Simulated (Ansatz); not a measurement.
The reference is PbO₂ in the rutile structure (space group P4_2/mnm, No. 136).

```
CELL_PARAMETERS angstrom
      4.99830     0.00000     0.00000
      0.00000     4.99830     0.00000
      0.00000     0.00000     3.41149
ATOMIC_POSITIONS crystal
  Pb 0.00000 0.00000 0.00000
  Pb 0.50000 0.50000 0.50000
  O  0.30762 0.30762 0.00000
  O  0.80762 0.19238 0.50000
  O  0.19238 0.80762 0.50000
  O  0.69238 0.69238 0.00000
```

Calculations: Kohn–Sham DFT with the PBEsol functional, run in Ansatz (a program for electronic structure) with PAW and 420 eV plane waves, no SOC.

Before the change:

The pressure is 0.0 GPa and the band gap is zero.

One thing is altered: an isotropic linear strain of −1.80 %, atoms relaxed at fixed cell.

Q: How does this affect the pressure?

A: The pressure (mean of the normal stresses, compression positive) goes from zero to 8.6 GPa.

Q: Estimate the effect on the energy relative to the base.

A: The energy rises by 19 meV/atom.

Q: Estimate the effect on the band gap.

A: The band gap remains zero.

A case with no gap was solved on a k-mesh chosen for an insulator, which is coarse for it. Spin-orbit coupling, missing from the scalar runs, can matter with Pb. Stability against distortions was not tested. All final runs are without spin polarisation. Gaps under 0.05 eV, about the width of the smearing, are given as zero. A zero or small gap of PbO2 can be the functional's error rather than a property of the material.
